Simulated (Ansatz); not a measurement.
Consider the following.

End structure of a constructed model of the (0001) surface of hcp Co, ferromagnetic, (√3x√3)R30° layer of Bi, one a cell, on the site that continues the host's stacking (bottom of the slab: a bare face, its two planes held):

```yaml
crystal:
  lattice:
    - [3.73938, 2.15893, 0.00000]
    - [-3.73938, 2.15893, 0.00000]
    - [0.00000, 0.00000, 29.00000]
  atoms:
    - { symbol: Co, position: [0.33333, 0.00000, 0.28357] }
    - { symbol: Co, position: [0.66667, 0.66667, 0.28357] }
    - { symbol: Co, position: [0.00000, 0.33333, 0.28357] }
    - { symbol: Co, position: [0.33333, 0.33333, 0.35310] }
    - { symbol: Co, position: [0.66667, 0.00000, 0.35310] }
    - { symbol: Co, position: [0.00000, 0.66667, 0.35310] }
    - { symbol: Co, position: [0.33333, 0.00000, 0.42331] }
    - { symbol: Co, position: [0.66667, 0.66667, 0.42339] }
    - { symbol: Co, position: [0.00000, 0.33333, 0.42339] }
    - { symbol: Co, position: [0.33333, 0.33213, 0.49243] }
    - { symbol: Co, position: [0.66547, 0.00000, 0.49243] }
    - { symbol: Co, position: [0.00120, 0.66787, 0.49243] }
    - { symbol: Co, position: [0.33333, 0.00000, 0.56386] }
    - { symbol: Co, position: [0.66667, 0.66667, 0.56200] }
    - { symbol: Co, position: [0.00000, 0.33333, 0.56200] }
    - { symbol: Co, position: [0.33333, 0.34379, 0.63098] }
    - { symbol: Co, position: [0.67712, 0.00000, 0.63098] }
    - { symbol: Co, position: [0.98955, 0.65621, 0.63098] }
    - { symbol: Bi, position: [0.33333, 0.00000, 0.70620] }
```

Model: 19-atom slab, 12.6 Å thick at the start with caps and adatoms (thin: gaps and levels are the slab's own), 10x10x1 mesh, Fermi-Dirac 0.1 eV, dipole correction, 6 atoms held, the rest relaxed; start symmetry kept, larger cells not searched; spin-polarised, ending with about 28.8 μB a cell; orders that need a larger cell were not tried, no spin-orbit, no U. It is one candidate, not shown to be the stable structure of the face.

Question: Predict the work function of the top face from PBE run with Ansatz (an electronic-structure program).

Answer: 3.98 eV
